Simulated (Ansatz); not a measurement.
ZnO, pressure series

Consider ZnO in the wurtzite structure (space group P6_3mc, No. 186; a = 3.187 Å, c = 5.153 Å).

Cell and atoms are relaxed at each pressure.

Level of theory: plane-wave PAW DFT at the LDA level (Ansatz, a program for electronic structure, 420 eV), without spin-orbit coupling.

Notes on the quantities. enthalpy: H = E + PV relative to the base's energy.

```json
[
 {"change": "base", "volume per atom": "11.33 Å³", "enthalpy": "–", "band gap": "0.80 eV"},
 {"change": "pressure −2 GPa", "volume per atom": "11.48 Å³", "enthalpy": "-0.14 eV/atom", "band gap": "0.78 eV"},
 {"change": "pressure −1 GPa", "volume per atom": "?", "enthalpy": "-0.07 eV/atom", "band gap": "0.79 eV"},
 {"change": "pressure 0.9 GPa", "volume per atom": "11.27 Å³", "enthalpy": "+0.06 eV/atom", "band gap": "0.81 eV"},
 {"change": "pressure 4.5 GPa", "volume per atom": "11.04 Å³", "enthalpy": "+0.31 eV/atom", "band gap": "0.84 eV"},
 {"change": "pressure 9 GPa", "volume per atom": "10.78 Å³", "enthalpy": "+0.62 eV/atom", "band gap": "0.88 eV"},
 {"change": "pressure 22.5 GPa", "volume per atom": "10.16 Å³", "enthalpy": "+1.50 eV/atom", "band gap": "0.97 eV"},
 {"change": "pressure 30 GPa", "volume per atom": "9.88 Å³", "enthalpy": "+1.97 eV/atom", "band gap": "?"}
]
```

Q: Fill in the withheld entries from the trend.

A: 
- pressure −1 GPa, volume per atom: 11.40 Å³
- pressure 30 GPa, band gap: 1.00 eV

Load acts through the strain it causes; cell and atoms are relaxed under it. No phonon test of stability was made. Measured, ZnO leaves this structure (for rock salt) near 9.1 GPa (temperature not stated; as listed in Datta, Sujoy, Jana, Debnarayan, arXiv (2020)), on rising pressure, with hysteresis.
